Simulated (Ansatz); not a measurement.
Base system: ZnS in the wurtzite structure (space group P6_3mc, No. 186; a = 3.782 Å, c = 6.208 Å).

Method: PBEsol (Ansatz, a program for electronic structure; PAW; 420 eV plane waves; spin-orbit coupling left out).

Before the change:

The gap character is direct at Γ and the shortest interatomic distance is 2.319 Å. The valence-band top at Γ is 0.00, 0.00, -0.09 eV and the band gap comes out as 2.15 eV.

Perturbation: cell and atoms relaxed at a pressure of 30 GPa.

What does the calculation give for the gap character after the change?

The gap character changes from direct at Γ to indirect, Γ → L–M (33 % along).

What happens to the shortest interatomic distance?

The shortest interatomic distance decreases by 0.176 Å, from 2.319 Å to 2.143 Å.

What does the calculation give for the valence-band top at Γ after the change?

The valence-band top at Γ (three highest levels, from the VBM) goes from 0.00, 0.00, -0.09 eV to 0.00, 0.00, -0.28 eV.

What does the calculation give for the band gap after the change?

The band gap grows by 0.753 eV to 2.91 eV.

Load acts through the strain it causes; cell and atoms are relaxed under it. Whether these cells are dynamically stable was not tested. Tetrahedral semiconductors of this kind turn to denser phases somewhere between about 1 and 50 GPa; those were not computed, so compressed cells here can lie past the real transition.
